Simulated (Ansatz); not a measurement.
Consider CrPdO$_{2}$ (space group R-3m, No. 166; a = 2.916 Å, c = 17.949 Å (hexagonal axes); ferromagnetic; a model cell, its experimental status unchecked; relaxed with 0.1 eV smearing). Axes: x lies along a and z along c of the hexagonal cell.

All numbers come from PBEsol (Ansatz, a program for electronic structure), spin-orbit coupling left out.

It is then changed as follows: the cell is stretched by 2.70 % along z with no lateral relaxation; the atoms relax in the strained cell.

Question: Predict the stress tensor and what it implies for the stiffness.

Answer: Stress of the strained cell less that of the base (GPa, compression positive):
```
   -3.6     0.0     0.0
    0.0    -3.6     0.0
    0.0     0.0   -12.0
```

Then −Δσ_ii/ε with ε = 0.0270 gives secant stiffness values (nonlinear terms included at this strain): C33 ≈ 445 GPa, C13 ≈ 132 GPa and C23 ≈ 132 GPa.

As a check, the harmonic strain energy −½ V₀ Δσ:ε is 11 meV/atom; the computed energy rise is 12 meV/atom.

Stability against distortions was not tested. No Hubbard U is applied and the magnetic state is the run's own (CrPdO2 ferromagnetic); small cells can't hold the antiferromagnetic order that many such compounds have, so gaps and moments can be off.
